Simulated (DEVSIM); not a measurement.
Device: illuminated Si n-on-p cell, one wavelength, at 300 K.

| layer (left to right) | material | thickness (μm) | Nd (cm⁻³) | Na (cm⁻³) | τn (s) | τp (s) | absorption coefficient (cm⁻¹) |
|---|---|---|---|---|---|---|---|
| 1 | Si | 0.810 | 2.6e18 | - | 2.5e-6 | 2.8e-6 | 1300 |
| 2 | Si | 150 | - | 1.4e17 | 5.3e-6 | 5.3e-6 | 1300 |

Left contact: ohmic, minority hole recombination velocity 700 cm/s. Right contact: ohmic, minority electron recombination velocity 100 cm/s. Voltage is applied to the left contact. Recombination: SRH at mid-gap, radiative, Auger. Light enters at the left, 1e17 photons cm⁻² s⁻¹, one pass, no reflection. Mobility is μmin + (μ − μmin)/(1 + (N/Nref)^α).

The device is made up for the run: typed textbook-type constants, with dimensions and the other settings drawn at random. Values at 300 K.

```csv
parameter,Si
gap (eV),1.124
affinity (eV),4.05
permittivity,11.7
Nc (cm⁻³),2.86e19
Nv (cm⁻³),3.1e19
μn (cm²/Vs),1417
μp (cm²/Vs),470
"μn,min",52
"μp,min",45
"Nref,n",9.7e16
"Nref,p",2.2e17
αn,0.68
αp,0.72
B (cm³/s),4.7e-15
Cn (cm⁶/s),2.8e-31
Cp (cm⁶/s),9.9e-32
```

Simulated with DEVSIM: 1D drift-diffusion, Boltzmann statistics, complete ionisation; no tunnelling, impact ionisation, image-force lowering or self-heating.

The photon flux was swept, all else fixed.

| photon flux (cm^-2 s^-1) | largest power (mW/cm²) | open-circuit voltage (V) | fill factor | short-circuit current (mA/cm²) |
|---|---|---|---|---|
| 3e15 | 0.203 | 0.553 | 0.82 | 0.450 |
| 1e16 | 0.720 | 0.584 | 0.82 | 1.50 |
| 3e16 | 2.29 | 0.613 | 0.83 | 4.50 |
| 1e17 | 8.07 | 0.644 | 0.84 | 15.0 |
| 3e17 | 25.4 | 0.672 | 0.84 | 45.0 |
| 1e18 | 89.3 | 0.704 | 0.85 | 150 |
| 3e18 | 280 | 0.732 | 0.85 | 451 |

From the first row to the last the largest power goes from 0.203 to 280. From the first row to the last the open-circuit voltage goes from 0.553 to 0.732.
